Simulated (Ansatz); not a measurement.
The parent structure is ScAl$_{3}$ in the Cu3Au type structure (space group Pm-3m, No. 221; a = 4.106 Å).

(Cell as relaxed with PBE.)

Levels (all Ansatz, a program for electronic structure, PAW): PBE (420 eV, spin-orbit coupling left out); r2SCAN (500 eV, no spin-orbit coupling).

Each level relaxes its own structure.

```json
[
 {"quantity": "volume per atom", "PBE": "17.30 Å³", "r2SCAN": "___"},
 {"quantity": "lattice parameter a", "PBE": "4.106 Å", "r2SCAN": "___"},
 {"quantity": "band gap", "PBE": "zero", "r2SCAN": "___"}
]
```

### Question
What does r2SCAN give?

### Answer

- volume per atom, r2SCAN: 17.05 Å³
- lattice parameter a, r2SCAN: 4.086 Å
- band gap, r2SCAN: zero

PBE's volume per atom lies 0.25 Å³ above r2SCAN's (1.5 %); PBE's lattice parameter a lies 0.020 Å above r2SCAN's (0.5 %); the two agree on the band gap. Neither level is exact; r2SCAN is the comparison here, not a measurement.

No phonon test of stability was made. The final runs are not spin-polarised.
